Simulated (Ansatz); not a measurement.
## Effect of uniaxial stress, 1 GPa tension along x on LuAlO3

Take LuAlO3 (space group P6_3/mmc, No. 194; a = 3.366 Å, c = 11.473 Å; a cell from a computed database, its experimental status unchecked) as the base. Axes: x lies along a and z along c of the hexagonal cell.

The change: uniaxial stress, 1 GPa tension along x, with the cell and atoms free to relax against it.

The values are results of PBEsol/PAW in Ansatz (a first-principles code), no spin-orbit coupling, not measurements. k-mesh 11×11×3 (Γ-centred); smearing 0.05 eV (Fermi–Dirac).

```tsv
quantity	base	changed	shift
volume per atom	11.26 Å³	11.28 Å³	+0.02 Å³
space group	P6_3/mmc (No. 194)	Cmcm (No. 63)	–
shortest interatomic distance	3.454 bohr	3.450 bohr	-0.004 bohr
energy relative to the base (free energy F)	0 meV/atom	+0.2 meV/atom	+0.2 meV/atom
band gap	3.41 eV	3.40 eV	-0.018 eV
gap character	–	indirect, C₀ → Γ	–
smallest direct gap	3.78 eV	3.77 eV	-0.01 eV
electron mass	0.43 mₑ along c, 0.33 mₑ across (at Γ)	0.44 mₑ along z, 0.33 mₑ across (at Γ)	–
valley order (the lowest conduction-band minima on the path, energy above the VBM, named in the base's zone)	Γ 3.41 eV; M (1/2, 0, 0) 4.70 eV	Γ 3.40 eV; M (1/2, 0, 0) 4.71 eV; M (0, 1/2, 0) 4.72 eV	–
strain response (xx, yy, zz)	–	(+0.52, −0.13, −0.21) %	–
```

Effective masses come from finite differences of ±0.01 Å⁻¹. Beyond what the load breaks, stability against distortions was not tested. k-point labels follow each cell's own Brillouin zone.
